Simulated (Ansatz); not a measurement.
The reference is ZnSnO₃ (space group R3c, No. 161; a = 5.278 Å, c = 14.010 Å (hexagonal axes)).

Level of theory: Ansatz (a program for electronic structure) PBEsol, no spin-orbit coupling.

Before the change:

- Electron mass = 0.19 mₑ (at Γ)
- Band gap = 1.25 eV

One thing is altered: cell and atoms relaxed at a pressure of 50 GPa.

What happens to the electron mass?

The electron mass changes from 0.19 mₑ (at Γ) to 0.29 mₑ along c, 0.27 mₑ across (at Γ).

Predict the new band gap.

The band gap increases by 0.91 eV, from 1.25 eV to 2.16 eV.

Load acts through the strain it causes; cell and atoms are relaxed under it. Effective masses come from finite differences of ±0.01 Å⁻¹. No phonon test of stability was made. Competing high-pressure phases were not computed.
